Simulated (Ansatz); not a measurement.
## GaAs (I-4m2, No. 119, 2 atoms in the cell; start mp-603640; a measured phase of this formula has another space group)

Level of theory: LDA (PAW; Ansatz, an electronic-structure program).

Numerical settings: plane-wave cutoff 520 eV, 22×22×22 k mesh, Fermi–Dirac smearing 0.05 eV, scalar-relativistic PAW data made under PBE.

Cell (relaxed at this level):

```xyz
2
Lattice="-2.5148 2.5149 1.4080 2.5148 -2.5149 1.4080 2.5148 2.5149 -1.4080" Properties=species:S:1:pos:R:3 pbc="T T T"
Ga     0.0000     2.5149     0.4287
As     0.0000     0.0000     2.5407
```

- band gap = zero (no gap)
- bulk modulus B0 = 82.6 GPa

Note: the relaxation could not lower the start's symmetry, so the cell can be a saddle point above a distorted one; the bulk modulus is −V dP/dV from two relaxed cells at ±2 % in volume.

Spin–orbit coupling is not included.

Computed values are for the static lattice.

Cost on a shared machine: around 7 core-minutes (rough).

A start named mp-… is a Materials Project structure, which need not be a measured phase.
